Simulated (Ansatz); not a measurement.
The structure below was relaxed with PBE/PAW in Ansatz (a first-principles code), without spin-orbit coupling.

```
BeP
1.0
    0.00000     2.47690     2.47690
    2.47690     0.00000     2.47690
    2.47690     2.47690     0.00000
P Be
1 1
Cartesian
  3.71535   3.71535   3.71535
  0.00000   0.00000   0.00000
```

Find the space group and the Wyckoff positions.

Space group F-43m (No. 216); a = b = c = 4.954 Å, α = β = γ = 90.00°

| atom | site | symmetry | x | y | z |
|---|---|---|---|---|---|
| P | 4c | -43m | 0.2500 | 0.2500 | 0.2500 |
| Be | 4a | -43m | 0.0000 | 0.0000 | 0.0000 |

Stability against distortions was not tested. The final runs are not spin-polarised. An odd electron count without spin: BeP. The cell was made from InP by this change: In → Be; the result is a hypothetical phase, not in the database extracts checked.
